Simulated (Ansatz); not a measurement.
**SnS under a change: uniaxial stress, 2 GPa tension along x**

The parent structure is SnS in the GeS type structure (space group Pnma, No. 62; a = 11.155 Å, b = 4.000 Å, c = 4.261 Å). Axes: x, y, z lie along a, b, c of the conventional cell.

One thing is altered: uniaxial stress, 2 GPa tension along x; all other stress components relax to zero.

Computed with PBE-D3(BJ) (Ansatz, a quantum-chemistry and plane-wave program; PAW; 420 eV plane waves; spin-orbit coupling left out). Settings: 3×8×8 k-points, 0.05 eV Fermi–Dirac smearing.

```csv
quantity,base,changed,shift
volume per atom,23.77 Å³,24.41 Å³,+0.64 Å³
shortest interatomic distance,2.642 Å,2.642 Å,+0.0005 Å
energy relative to the base (free energy F),0 meV/atom,+7.3 meV/atom,+7.3 meV/atom
band gap,0.70 eV,0.37 eV,-0.33 eV
gap character,"indirect, Γ–Z (83 % along) → Y–Γ (33 % along)","indirect, Γ–Z (83 % along) → Γ",–
smallest direct gap,0.85 eV,0.87 eV,+0.02 eV
width of the top valence band,1.79 eV,1.97 eV,+0.189 eV
electron mass,"2.8 mₑ along a, 0.13 mₑ along b, 0.21 mₑ along c (off the special points)","0.088 mₑ along x, 0.80 mₑ along y, 1.2 mₑ along z (at Γ)",–
"strain response (xx, yy, zz)",–,"(+4.51, +0.11, −1.82) %",–
secant Young's modulus along x,–,44 GPa,–
mean lateral Poisson ratio,–,0.19,–
```

Final structure:

```xyz
8
Lattice="11.6576 0.0000 0.0000 0.0000 4.0040 0.0000 0.0000 0.0000 4.1838" Properties=species:S:1:pos:R:3 pbc="T T T"
Sn     7.2583     3.0030     2.4939
Sn    10.2281     1.0010     0.4020
Sn     4.3993     1.0010     1.6900
Sn     1.4295     3.0030     3.7819
S      4.0541     3.0030     4.0861
S      1.7747     1.0010     1.9942
S      7.6035     1.0010     0.0977
S      9.8828     3.0030     2.1896
```

Masses are band curvatures over ±0.01 Å⁻¹ around the edge. Stability under load was not tested beyond the relaxation.
